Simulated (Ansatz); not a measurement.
O interstitial in diamond (the name describes the start): one set of geometries, relaxed with PBE, evaluated in Ansatz (PAW, plane waves to 420 eV, 500 eV under r2SCAN) with PBE, r2SCAN.

Cell and caveats: 64-site cell; 2×2×2 shifted k-points; start: void with 4C nearest; finite-size errors of tenths of an eV; flagged in the runs: a doubtful potential alignment.

```
quantity                                                     PBE  r2SCAN
----------------------------------------------------------  ----  ------
host gap (eV)                                               4.13     [?]
neutral formation energy against O2 molecule in a box (eV)  7.51     [?]
largest moment on one atom at charge 0 (μB)                 0.00     [?]
```

Given the lower rungs, what does r2SCAN give?


- host gap (eV), r2SCAN: 4.34
- neutral formation energy against O2 molecule in a box (eV), r2SCAN: 7.43
- largest moment on one atom at charge 0 (μB), r2SCAN: 0.00

Ansatz is an electronic-structure program.
